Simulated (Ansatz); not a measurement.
## Input and output of a self-consistent single point for MgTe (F-43m, 2 atoms in the cell) (Ansatz)

Method: LDA (PW92), default PAW files made with PBE (plane waves; Ansatz, a quantum-chemistry and plane-wave program).

The input file:

Ansatz 0.2 input:
```yaml
crystal:
  lattice:
    - [0.00000000, 3.22605000, 3.22605000]
    - [3.22605000, 0.00000000, 3.22605000]
    - [3.22605000, 3.22605000, 0.00000000]
  atoms:
    - { symbol: Mg, position: [0.00000000, 0.00000000, 0.00000000] }
    - { symbol: Te, position: [0.25000000, 0.25000000, 0.25000000] }
basis:
  ecutwfc: 30.9 Ry
kpoints:
  mp_grid: { grid: [7, 7, 7] }
hamiltonian:
  xc: lda
  pseudopotentials: { kind: paw }
scf:
  occupations: { method: fermi_dirac, width: 0.0037 Ry }
output:
  forces: true
  eigenvalues: true
  stress: true
```

Log, with long lists cut:

```
WARN ansatz: RAYON_NUM_THREADS=1 ignored (pool sized by the plan → 1); use --threads N
Pseudopotentials: kind: paw
Pseudopotential: Mg, paw, valence charge 10
Pseudopotential: Te, paw, valence charge 16
Crystal: 2 atoms, lattice volume = 67.150 Å³
Basis set: ecut = 420.4159175005146 eV, 1363 PW (Γ)
Bands: 17, of which v1, the nominal top of the filled ones, is band 13 counted from 1 (12 counted from 0)
Symmetry: 24 space group operations
Space group: F-43m (ITA 216), of the structure as read, at distance tolerance 4.1e-5 Å
k-points: 20 of 343 (time reversal used)
PAW frozen core: Mg, regenerated for the run's functional, and the local potential with it
PAW frozen core: Te, regenerated for the run's functional, and the local potential with it
Initial density: superposition of atomic densities (neutral atoms: chi_scale 0, normalization atom), corrected by the library's trained network
Initial wavefunctions: pseudopotential atomic-orbital guess
Eigensolver: davidson
Functional: x = slater, c = lda
SCF iter   1: F=—  HF=-8730.483579 eV  |F-HF|=—  |Δ(HF+E_count)|=         —  Δρ=4.73e-3  dr2=5.87e-3  ethr=1.77e-3  ⟨swp⟩=6.0  Hψ=1876  notcnv=0
all-band conjugate gradients solve this SCF's bands
preconditioner: auto → none
SCF iter   2: F=—  HF=-8730.478322 eV  |F-HF|=—  |Δ(HF+E_count)|=   5.26e-3  Δρ=1.99e-3  dr2=1.08e-3  ethr=2.26e-5  ⟨swp⟩=2.0  Hψ=834  notcnv=0
SCF iter   3: F=—  HF=-8730.477990 eV  |F-HF|=—  |Δ(HF+E_count)|=   3.32e-4  Δρ=2.68e-4  dr2=3.30e-5  ethr=4.17e-6  ⟨swp⟩=3.0  Hψ=600  notcnv=0
SCF iter   4: F=—  HF=-8730.477984 eV  |F-HF|=—  |Δ(HF+E_count)|=   5.94e-6  Δρ=1.04e-4  dr2=1.11e-5  ethr=1.27e-7  ⟨swp⟩=2.0  Hψ=600  notcnv=0
iter 5 did not close the SCF: its close was put off for the readings that it lacked (scf_convergence_deferred on its scf_iter line)
SCF iter   5: F=-8730.477978 eV  HF=-8730.477978 eV  |F-HF|=1.29e-7  |Δ(HF+E_count)|=   5.78e-6  Δρ=1.76e-5  dr2=9.61e-8  ethr=4.27e-8  ⟨swp⟩=2.0  Hψ=520  notcnv=0
SCF iter   6: F=-8730.477978 eV  HF=-8730.477978 eV  |F-HF|=7.99e-10  |Δ(HF+E_count)|=   1.02e-7  Δρ=1.98e-6  dr2=1.97e-9  ethr=3.69e-10  ⟨swp⟩=3.2  Hψ=1483  notcnv=0
SCF 1 converged in 6 iterations: F = -8730.477978 eV  dr2 = 1.97e-9
SCF converged after 6 iterations
Free energy (F): -8730.477978 eV
Harris-Foulkes:  -8730.477978 eV  (|F-HF|=7.99e-10)
Internal energy: -8730.477978 eV  (E = F + TS)
E sigma→0 (E₀):  -8730.477978 eV
Fermi energy:    5.254444 eV
--- Per-component energies (eV) ---
  E_band       = -671.710929
  E_kinetic    = 257.828143
  E_local      = -3311.159652  (includes V_loc(G=0)·N_el)
  E_nonlocal   = -207.729450
  E_hartree    = 1572.279637
  E_xc         = -152.445296
  E_vxc        = -142.082835  (∫ρ·V_xc dr)
  E_paw        = -4782.356589  (= ΣΔE_a)
  E_vpaw       = -413.125785  (= ΣTr[D̂ρ^β])
  E_aug_tail   = -0.000206  (compensation charges beyond the density's cutoff)
  E_ewald      = -2107.723707
  E_core_change = 0.829141  (= ΣΔE_core)
  E_smearing   = -0.000000  (= −TS)
  E_closure    = 0.000000  (closes the sum)
  Σ components = -8730.477978   (vs F -8730.477978, Δ=0.00e0)
--- Forces (eV/Å), atoms counted from 1 ---
  atom   1  Mg     0.00000000    -0.00000000     0.00000000
  atom   2  Te     0.00000000    -0.00000000    -0.00000000
  max |Σ_I F_I| component: 1.68e-16 eV/Å
--- Stress (GPa, compression-positive) ---
       -1.394751       0.000000      -0.000000
        0.000000      -1.394751       0.000000
       -0.000000       0.000000      -1.394751
  P = ⅓ Tr σ = -1.3948 GPa (-13.948 kbar)
  The stress holds the Pulay correction. Without it, at fixed plane waves, as pw.x and ABINIT print it: P = -1.4124 GPa
--- Band table (eV; the first three rows and the last of 20) ---
  k-point 0: bands = ["-70.2754", "-37.7012", "-37.7012", "-37.7012", "-30.9252", "-30.9252", "-30.9252", "-30.9167", "-30.9167", "-6.1939", "4.1013", "4.1013", "4.1013", "6.3084", "9.5147", "9.5147", "9.5147"]
  k-point 1: bands = ["-70.2754", "-37.7012", "-37.7012", "-37.7012", "-30.9252", "-30.9251", "-30.9251", "-30.9167", "-30.9167", "-6.0976", "3.1149", "4.0103", "4.0103", "7.1037", "9.4526", "9.7222", "9.7222"]
  k-point 2: bands = ["-70.2754", "-37.7013", "-37.7012", "-37.7012", "-30.9253", "-30.9249", "-30.9249", "-30.9166", "-30.9166", "-5.8601", "1.7774", "3.8278", "3.8278", "7.3785", "9.8166", "9.8166", "10.4122"]
  k-point 19: bands = ["-70.2754", "-37.7013", "-37.7013", "-37.7012", "-30.9254", "-30.9249", "-30.9245", "-30.9167", "-30.9164", "-5.4198", "1.3533", "2.1161", "2.8885", "8.1995", "9.5657", "10.5156", "10.9139"]
```

The run converged in 6 iterations.

The starting cell has typed, rounded lattice constants, without a prior relaxation at this level. Its lattice was rescaled by up to half a per cent. Spin-orbit coupling is off. Ansatz's pressure includes its estimate of the finite-basis (Pulay) stress.
